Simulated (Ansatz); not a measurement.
# Response to strain in Na2Te

Start from Na2Te in the anti-fluorite structure (space group Fm-3m, No. 225; a = 7.246 Å). Axes: x, y, z lie along the cube axes.

Strains are applied to the cell and any free atomic positions relax; under biaxial strain the out-of-plane vector relaxes too.

The values are results of Ansatz (a quantum-chemistry and plane-wave program) PBEsol, no SOC, not measurements.

Candidates:
(a) biaxial strain +0.42 %, plane normal [111], relaxed out of plane
(b) biaxial strain +2.08 %, plane normal [111], relaxed out of plane
(c) biaxial strain −2.08 %, plane normal [111], relaxed out of plane

Base values:

| Property | Result |
|---|---|
| Band gap | 2.02 eV |

Order them by band gap, lowest first.

(b) biaxial strain +2.08 %, plane normal [111], relaxed out of plane (1.88 eV), (a) biaxial strain +0.42 %, plane normal [111], relaxed out of plane (1.99 eV), (c) biaxial strain −2.08 %, plane normal [111], relaxed out of plane (2.04 eV)

With Te present, leaving out spin-orbit coupling can change the band edges. Stability against distortions was not tested.
